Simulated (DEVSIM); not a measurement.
System: illuminated Si p-on-n cell, one wavelength, at 300 K.

Layer 1 from the left is Si, thickness (μm) 0.0960, Na (cm⁻³) 1.5e18, τn (s) 2.2e-9, τp (s) 1.3e-7, absorption coefficient (cm⁻¹) 31000. Layer 2 from the left is Si, thickness (μm) 130, Nd (cm⁻³) 4.3e16, τn (s) 2.2e-7, τp (s) 2.2e-7, absorption coefficient (cm⁻¹) 31000.

Left contact: ohmic, minority electron recombination velocity 80000 cm/s. Right contact: ohmic, minority hole recombination velocity 20 cm/s. Voltage is applied to the left contact. Recombination: SRH at mid-gap, radiative, Auger. Gap narrowing is on: ΔEg = 6.92 meV × (l + √(l² + 0.5)), l = ln(N/1.3e17 cm⁻³), shared equally by both band edges. Light enters at the left, 1.6e17 photons cm⁻² s⁻¹, one pass, no reflection. Mobility is μmin + (μ − μmin)/(1 + (N/Nref)^α).

Constants are typed, rounded textbook-type inputs, not results; the design itself was drawn at random and stands for no fabricated device. Values at 300 K.

Si: gap (eV) 1.124, affinity (eV) 4.05, permittivity 11.7, Nc (cm⁻³) 2.86e19, Nv (cm⁻³) 3.1e19, μn (cm²/Vs) 1417, μp (cm²/Vs) 470, μn,min 52, μp,min 45, Nref,n 9.7e16, Nref,p 2.2e17, αn 0.68, αp 0.72, B (cm³/s) 4.7e-15, Cn (cm⁶/s) 2.8e-31, Cp (cm⁶/s) 9.9e-32.

DEVSIM, 1D drift-diffusion, Boltzmann statistics, complete ionisation; no tunnelling, impact ionisation, image-force lowering or self-heating.

Question: What does the simulation give for the largest field in the device at zero bias, the dark forward voltage at 100 A/cm², the potential step across the device at zero bias?

Answer: largest field in the device at zero bias 110000 V/cm; dark forward voltage at 100 A/cm² 0.965 V; potential step across the device at zero bias 0.860 V.
